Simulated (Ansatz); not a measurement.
Start from ZnSe in the zinc blende structure (space group F-43m, No. 216).

```
ZnSe
1.0
    0.00000     2.83278     2.83278
    2.83278     0.00000     2.83278
    2.83278     2.83278     0.00000
Zn Se
1 1
Direct
  0.00000   0.00000   0.00000
  0.25000   0.25000   0.25000
```

Computed with r2SCAN (Ansatz, a program for electronic structure, PAW, spin-orbit coupling left out).

Before the change:

| Item | Result |
|---|---|
| Valley order | Γ 1.87 eV; L along ⟨111⟩ 3.05 eV; X along ⟨100⟩ 3.34 eV |
| Density | 5.27 g/cm³ |
| Hole mass | 0.13, 0.60, 0.60 mₑ (at Γ) |

One thing is altered: hydrostatic tension (pressure −2 GPa).

What happens to the valley order, mean gap deformation potential ΔEg/Δln V, density and hole mass?

The valley order (the lowest conduction-band minima on the path, energy above the VBM, named in the base's zone) changes from Γ 1.87 eV; L along ⟨111⟩ 3.05 eV; X along ⟨100⟩ 3.34 eV to Γ 1.73 eV; L along ⟨111⟩ 2.99 eV; X along ⟨100⟩ 3.41 eV; the mean gap deformation potential ΔEg/Δln V amounts to -4.2 eV; the density falls by 0.17 g/cm³ to 5.10 g/cm³; the hole mass (degenerate bands, along [100]) becomes 0.13, 0.63, 0.63 mₑ (at Γ) (base: 0.13, 0.60, 0.60 mₑ (at Γ)).

Load acts through the strain it causes; cell and atoms are relaxed under it. Effective masses come from finite differences of ±0.01 Å⁻¹. Stability against distortions was not tested.
